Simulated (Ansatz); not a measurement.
Worked calculations on one periodic cell of amorphous Zr20O42Si: Zr20O42Si, 63 atoms, volume 788.7 Å³, made by a melt-quench on the CHGNet potential and relaxed with DFT. O atoms were pushed apart under 1.9 Å during the dynamics, to hinder bonds among them. It is a model cell: composition and starting density were chosen by hand, and all elements were melted together. Cycles of charging were run to anneal it. Calculation: PBE, scalar-relativistic without spin-orbit coupling (plane waves to 420 eV, PAW; Ansatz, a first-principles code). Sampling: a 2×2×2 Γ-centred mesh; Fermi-Dirac width 0.02 eV; no spin polarisation. Its volume was relaxed, its shape was held as a cube, and it stands at a mean pressure of 0.0 GPa with stress components up to 2.7 GPa; the relaxation ran on the zone centre alone. Its density went from a set 5.14 to 5.32 g/cm³. The cell is small and was quenched far faster than a real film, so it is one sample of the glass.

Q: Count formal charges (Zr +4, O -2, Si +4). What does the count lead one to expect at the Fermi level, and what does the calculation give?

A: 20 × (+4) + 42 × (-2) + 1 × (+4) = 0. The charges balance, so the anion-derived valence states can be full and a gap can open. On this mesh the highest filled and lowest empty level lie 3.31 eV apart, the PBE gap of this cell, with a localised state at one edge or both.

Four energies for an added electron at PBE on the zone centre alone (charged cells in a uniform background, spin-polarised): neutral at the neutral geometry -108242.576 eV; charged at the neutral geometry -108229.796 eV; charged and relaxed -108229.955 eV; neutral at the charged geometry -108242.266 eV.

Q: Find the two relaxation energies and their sum, the reorganisation energy.

A: On charging: -108229.796 − (-108229.955) = 0.159 eV. On discharging: -108242.266 − (-108242.576) = 0.310 eV. The sum is 0.469 eV. The carrier's level spreads over 8 of the 63 atoms' worth, so it counts as partly localised, most on one Zr atom with neighbours O 2.00 Å, O 2.06 Å, O 2.12 Å, O 2.12 Å, O 2.19 Å, O 2.40 Å (neutral geometry). The values are uncorrected: the image energy of a point charge in this cell, 2.84 × 14.40 / (2 × 9.2) = 2.2 eV before screening, is screened by electrons alone at the fixed geometry and by ions too after relaxing, and the carrier can be spread before it relaxes, so each term can be off by up to that value times 1/ε∞, some tenths of an eV. PBE's self-interaction favours spread-out carriers, so a hybrid can localise more.

Four energies for a hole at PBE on the zone centre alone (charged cells in a uniform background, spin-polarised): neutral at the neutral geometry -108242.576 eV; charged at the neutral geometry -108251.885 eV; charged and relaxed -108252.294 eV; neutral at the charged geometry -108241.544 eV.

Q: Find the two relaxation energies and their sum, the reorganisation energy.

A: On charging: -108251.885 − (-108252.294) = 0.409 eV. On discharging: -108241.544 − (-108242.576) = 1.032 eV. The sum is 1.441 eV. The carrier's level spreads over 3 of the 63 atoms' worth, so it counts as localised, most on one O atom with neighbours Zr 1.97 Å, Zr 2.02 Å (neutral geometry). The values are uncorrected: the image energy of a point charge in this cell, 2.84 × 14.40 / (2 × 9.2) = 2.2 eV before screening, is screened by electrons alone at the fixed geometry and by ions too after relaxing, and the carrier can be spread before it relaxes, so each term can be off by up to that value times 1/ε∞, some tenths of an eV. PBE's self-interaction favours spread-out carriers, so a hybrid can localise more.
